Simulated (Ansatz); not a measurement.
Start from MgS in the rock salt structure (space group Fm-3m, No. 225).

```yaml
crystal:
  lattice:
    - [0.00000, 2.60152, 2.60152]
    - [2.60152, 0.00000, 2.60152]
    - [2.60152, 2.60152, 0.00000]
  atoms:
    - { symbol: Mg, position: [0.00000, 0.00000, 0.00000] }
    - { symbol: S, position: [0.50000, 0.50000, 0.50000] }
```

Cartesian axes are those of the cell as printed.

The values are results of Kohn–Sham DFT with the r2SCAN functional, run in Ansatz (a quantum-chemistry and plane-wave program) with PAW and 500 eV plane waves, without spin-orbit coupling, not measurements.

Base values:

Pressure: 0.00 GPa

Now apply this change: biaxial strain +1.67 %, plane normal [111], relaxed out of plane (Cartesian); in-plane vectors clamped, the third vector and the atoms free.

Problem. What does the calculation give for the hole mass, pressure and energy relative to the base after the change?

Solution. The hole mass amounts to 0.21 mₑ out of plane, 1.9 mₑ in plane (at Γ); the pressure (mean of the normal stresses, compression positive) goes from zero to -1.89 GPa; the energy increases by 5.3 meV/atom.

The levels and masses belong to the bands next to the band gap. Masses are band curvatures over ±0.01 Å⁻¹ around the edge. Whether these cells are dynamically stable was not tested.
